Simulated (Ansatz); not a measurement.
End structure of a constructed model of the (111) surface of fcc Ir, a pseudomorphic layer of Al in the host's stacking (bottom of the slab: a bare face, its two planes held):

```xyz
7
Lattice="2.7372 0.0000 0.0000 -1.3686 2.3705 0.0000 0.0000 0.0000 29.5000" Properties=species:S:1:pos:R:3 pbc="T T T"
Ir     0.0000     1.5803     8.0435
Ir     1.3686     0.7902    10.2785
Ir     0.0000     0.0000    12.4958
Ir     0.0000     1.5803    14.7366
Ir     1.3686     0.7902    16.9529
Ir     0.0000     0.0000    19.2369
Al     0.0000     1.5803    21.3686
```

Slab: 7 atoms, 13.4 Å thick at the start with caps and adatoms (thin: gaps and levels are the slab's own); k 16x16x1, smearing 0.1 eV, dipole-corrected; single point; on the structure that PBE left under its start's symmetry; no spin, no spin-orbit, no U. In PBE it lies 0.04 eV a 1x1 cell over the lowest computed structure of the same composition (a pseudomorphic layer of Al in the other hollow).

Question: What work function of the top face does r2SCAN, at the PBE geometry (Ansatz, an electronic-structure program) give?

Answer: 4.51 eV
